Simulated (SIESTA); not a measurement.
A self-consistent single point of LaOs2 (Fd-3m, 6 atoms in the cell) with SIESTA

Method of the run: GGA PBEsol, numerical atomic orbitals TZP, PseudoDojo PBEsol standard norm-conserving potentials (rewritten from UPF to PSML) (SIESTA).

The input file:

```
# files in the folder: La.psml Os.psml (PseudoDojo PBEsol standard)
SystemName  LaOs2
SystemLabel laos2

NumberOfAtoms                6
NumberOfSpecies              2
%block ChemicalSpeciesLabel
  1 57 La
  2 76 Os
%endblock ChemicalSpeciesLabel
LatticeConstant              1.0 Bohr
%block LatticeVectors
     0.000000000    7.171667490    7.171667490
     7.171667490    0.000000000    7.171667490
     7.171667490    7.171667490    0.000000000
%endblock LatticeVectors
AtomicCoordinatesFormat      Bohr
%block AtomicCoordinatesAndAtomicSpecies
    10.757501235   10.757501235   10.757501235  1
     7.171667490    7.171667490    7.171667490  1
     5.378750618    1.792916873    5.378750618  2
     1.792916873    1.792916873    1.792916873  2
     1.792916873    5.378750618    5.378750618  2
     5.378750618    5.378750618    1.792916873  2
%endblock AtomicCoordinatesAndAtomicSpecies

XC.functional                GGA
XC.authors                   PBEsol
PAO.BasisSize                TZP
PAO.EnergyShift              0.005 Ry
MeshCutoff                   400 Ry
%block kgrid.MonkhorstPack
    7   0   0  0.0
    0   7   0  0.0
    0   0   7  0.0
%endblock kgrid.MonkhorstPack
OccupationFunction           FD
ElectronicTemperature        1578.21 K

MaxSCFIterations             150
SCF.Mixer.Method             Pulay
SCF.Mixer.Weight             0.1
SCF.Mixer.History            8
SCF.DM.Tolerance             1.0E-04
Diag.ParallelOverK           true
WriteForces                  true
```

The program printed (abridged):

```
reinit: Reading from file input.fdf

reinit: System Name: LaOs2
reinit: System Label: laos2

coor:   Atomic-coordinates input format  =     Cartesian coordinates
coor:                                            (in Bohr units)

siesta: Atomic coordinates (Bohr) and species
siesta:     10.75750  10.75750  10.75750  1        1
siesta:      7.17167   7.17167   7.17167  1        2
siesta:      5.37875   1.79292   5.37875  2        3
siesta:      1.79292   1.79292   1.79292  2        4
siesta:      1.79292   5.37875   5.37875  2        5
siesta:      5.37875   5.37875   1.79292  2        6

siesta: System type = bulk

initatomlists: Number of atoms, orbitals, and projectors:      6   150   192

siesta: ******************** Simulation parameters ****************************
redata: Spin configuration                          = none
redata: Time-Reversal Symmetry                      = T
redata: Number of Atomic Species                    =        2
redata: Mesh Cutoff                                 =   400.0000 Ry
redata: Net charge of the system                    =     0.0000 |e|
redata: Min. number of SCF Iter                     =        0
redata: Max. number of SCF Iter                     =      150
redata: SCF convergence failure will abort job
redata: SCF mix quantity                            = Hamiltonian
redata: Mix DM or H after convergence               =   F
redata: Recompute H after scf cycle                 =   F
redata: Mix DM in first SCF step                    =   T
redata: No kicks to SCF
redata: DM Mixing Weight for Kicks                  =     0.5000
redata: Require Harris convergence for SCF          =   F
redata: Harris energy tolerance for SCF             =     0.000100 eV
redata: Require DM convergence for SCF              =   T
redata: DM tolerance for SCF                        =     0.000100
redata: Require EDM convergence for SCF             =   F
redata: EDM tolerance for SCF                       =     0.001000 eV
redata: Require H convergence for SCF               =   T
redata: Hamiltonian tolerance for SCF               =     0.001000 eV
redata: Require (free) Energy convergence for SCF   =   F
redata: (free) Energy tolerance for SCF             =     0.000100 eV
redata: Using DFT-D3 dispersion                     =   F
redata: Using Saved Data (generic)                  =   F
redata: Method of Calculation                       = Diagonalization
redata: Electronic Temperature                      =  1578.2100 K
redata: Number of TDED substeps                     =        3
redata: Dynamics option                             = Single-point calculation
redata: Save all siesta data in one NC              =   F
redata: ***********************************************************************

%block SCF.Mixers
  Pulay
%endblock SCF.Mixers

%block SCF.Mixer.Pulay
  # Mixing method
  method pulay
  variant stable

  # Mixing options
  weight 0.1000
  weight.linear 0.1000
  history 8
%endblock SCF.Mixer.Pulay

DM_history_depth set to one: no extrapolation allowed by default for geometry relaxation
Size of DM history Fstack: 1
Total number of electrons:    86.000000
Total ionic charge:    86.000000

* ProcessorY, Blocksize:    1  64

* Orbital distribution balance (max,min):   150   150

 Kpoints in:          196 . Kpoints trimmed:          172

siesta: k-grid: Number of k-points = 172
siesta: k-points from Monkhorst-Pack grid
siesta: k-cutoff (effective) =    18.785 Ang
siesta: k-point supercell and displacements
siesta: k-grid:     7     0     0      0.000
siesta: k-grid:     0     7     0      0.000
siesta: k-grid:     0     0     7      0.000

diag: Algorithm                                     = D&C
diag: Parallel over k                               =   F
diag: Use parallel 2D distribution                  =   F
diag: Parallel block-size                           = 64
diag: Parallel distribution                         =     1 x     1
diag: Used triangular part                          = Lower
diag: Absolute tolerance                            =  0.100E-15
diag: Orthogonalization factor                      =  0.100E-05
diag: Memory factor                                 =  1.0000

superc: Internal auxiliary supercell:     7 x     7 x     7  =     343
superc: Number of atoms, orbitals, and projectors:   2058  51450  65856

                        Single-point calculation

superc: Internal auxiliary supercell:     7 x     7 x     7  =     343
superc: Number of atoms, orbitals, and projectors:   2058  51450  65856

outcell: Unit cell vectors (Ang):
        0.000000    3.795083    3.795083
        3.795083    0.000000    3.795083
        3.795083    3.795083    0.000000

outcell: Cell vector modules (Ang)   :    5.367058    5.367058    5.367058
outcell: Cell angles (23,13,12) (deg):     60.0000     60.0000     60.0000
outcell: Cell volume (Ang**3)        :    109.3185
new_DM -- step:     1
Initializing Density Matrix...

Attempting to read DM from file... Failed...
DM filled with atomic data:

InitMesh: MESH = 54 x 54 x 54 = 157464
InitMesh: Mesh cutoff (required, used) =   400.000   419.670 Ry

stepf: Fermi-Dirac step function

        iscf     Eharris(eV)        E_KS(eV)     FreeEng(eV)     dDmax    Ef(eV) dHmax(eV)
   scf:    1   -12781.905503   -12894.561338   -12894.974332  1.955952 -4.810307 13.400172
   scf:    2   -12925.412326   -12913.025418   -12913.425326  0.234678 -5.297002  6.651211
   scf:    3   -12919.032341   -12917.453262   -12917.845747  0.162345 -5.775409  1.603760
   scf:    4   -12917.171164   -12917.541280   -12917.942405  0.130256 -6.070196  1.406653
   scf:    5   -12917.894890   -12917.844806   -12918.244063  0.049261 -5.970988  0.082057
   scf:    6   -12917.845071   -12917.844941   -12918.244177  0.000156 -5.971388  0.076229
   scf:    7   -12917.839642   -12917.843135   -12918.244543  0.006134 -5.978873  0.051557
   scf:    8   -12917.843276   -12917.843665   -12918.244849  0.001711 -5.972066  0.032154
   scf:    9   -12917.843967   -12917.843836   -12918.244981  0.000665 -5.974108  0.013774
   scf:   10   -12917.843851   -12917.843854   -12918.245013  0.000311 -5.975435  0.001552
   scf:   11   -12917.843825   -12917.843840   -12918.245013  0.000039 -5.975699  0.000566

SCF Convergence by DM+H criterion
max |DM_out - DM_in|         :     0.0000391274
max |H_out - H_in|      (eV) :     0.0005659731
SCF cycle converged after 11 iterations

Using DM_out to compute the final energy and forces

siesta: E_KS(eV) =           -12917.8438

siesta: E_KS - E_eggbox =    -12917.8438

siesta: Atomic forces (eV/Ang):
     1   -0.000001   -0.000001   -0.000001
     2    0.000001    0.000001    0.000001
     3   -0.000512    0.000512   -0.000512
     4    0.000512    0.000512    0.000512
     5    0.000512   -0.000512   -0.000512
     6   -0.000512   -0.000512    0.000512
   Tot    0.000000    0.000000    0.000000
   Max    0.000512
   Res    0.000418    sqrt( Sum f_i^2 / 3N )
   Max    0.000512    constrained

Stress tensor Voigt[x,y,z,yz,xz,xy] (kbar):     -114.35     -114.35     -114.35       -0.06       -0.06       -0.06
(Free)E + p*V (eV/cell)   -12910.4428
Target enthalpy (eV/cell)   -12918.2450

siesta: Program's energy decomposition (eV):
siesta: Ebs     =     -2714.270291
siesta: Eions   =     17503.121808
siesta: Ena     =      2827.145908
siesta: Ekin    =      3498.365592
siesta: Enl     =       825.463796
siesta: Eso     =         0.000000
siesta: Edftu   =         0.000000
siesta: DEna    =       124.957015
siesta: DUscf   =         2.696768
siesta: DUext   =         0.000000
siesta: Ex      =     -2496.077030
siesta: Ec      =      -197.274082
siesta: Exc     =     -2693.351112
siesta: Eharris =    -12917.843825
siesta: Etot    =    -12917.843840
siesta: FreeEng =    -12918.245013

siesta: Stress tensor (static) (eV/Ang**3):
siesta:    -0.071371   -0.000037   -0.000037
siesta:    -0.000037   -0.071371   -0.000037
siesta:    -0.000037   -0.000037   -0.071371

siesta: Cell volume =        109.318542 Ang**3

siesta: Pressure (static):
siesta:                Solid            Molecule  Units
siesta:           0.00077733          0.00077752  Ry/Bohr**3
siesta:           0.07137119          0.07138898  eV/Ang**3
siesta:         114.34924595        114.37775635  kBar
```

The run converged in 11 iterations.

The starting cell comes from a database of computed structures (which also holds hypothetical and non-ambient phases and stackings), without a prior relaxation at this level. Its lattice was rescaled by a random factor within 2.5 % of one. Spin polarisation is off. Values carry the incompleteness of an atom-centred basis. With a pressure of about 11 GPa the cell is away from its equilibrium volume at this level.

Cost on one core of a shared machine: roughly 4 min.
